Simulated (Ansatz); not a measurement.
# Thermal expansion of NaCl in the rock salt structure

Method: quasi-harmonic lattice dynamics, r2SCAN in Ansatz (an electronic-structure program); phonon mesh 4×4×4, k mesh 8×8×8. 

```json
[
 {"T (K)": "100", "α_L (10⁻⁶/K)": "27.1", "C_P (J/mol/K)": "35.4", "bulk modulus B_T (GPa)": "25.7", "γ": "1.61"},
 {"T (K)": "200", "α_L (10⁻⁶/K)": "38.8", "C_P (J/mol/K)": "47.3", "bulk modulus B_T (GPa)": "24.1", "γ": "1.68"},
 {"T (K)": "300", "α_L (10⁻⁶/K)": "44.6", "C_P (J/mol/K)": "51.3", "bulk modulus B_T (GPa)": "22.4", "γ": "1.72"},
 {"T (K)": "400", "α_L (10⁻⁶/K)": "50.1", "C_P (J/mol/K)": "54.0", "bulk modulus B_T (GPa)": "20.5", "γ": "1.76"},
 {"T (K)": "500", "α_L (10⁻⁶/K)": "57.2", "C_P (J/mol/K)": "56.9", "bulk modulus B_T (GPa)": "18.3", "γ": "1.82"}
]
```

```yaml
conventional lattice constants at 300 K: a = 5.681 Å
entropy at 300 K: 73.5 J/(mol K)
adiabatic bulk modulus at 300 K: 23.9 GPa
bulk_modulus_without_vibrations: 27.5 GPa
zero_point_volume_expansion: 1.28 %
```

Computed at 300 K against measurement: Grüneisen parameter 1.72 computed, 1.56 measured (+10 %; Cormac Toher, Corey Oses, Jose J. Plata et al., Physical Review Materials (2017), arXiv:1611.05714); lattice constant a 5.681 computed, 5.640 measured Å (+0.7 %; Wikipedia, Lattice constant (list at 300 K)). The source of the Grüneisen parameter states no temperature.  

Zero-point expansion is included. Terms beyond the volume dependence of harmonic modes are not.

Whether this phase is the stable one at each condition was not tested.

The PAW data sets were generated under PBE and serve the other functionals too.
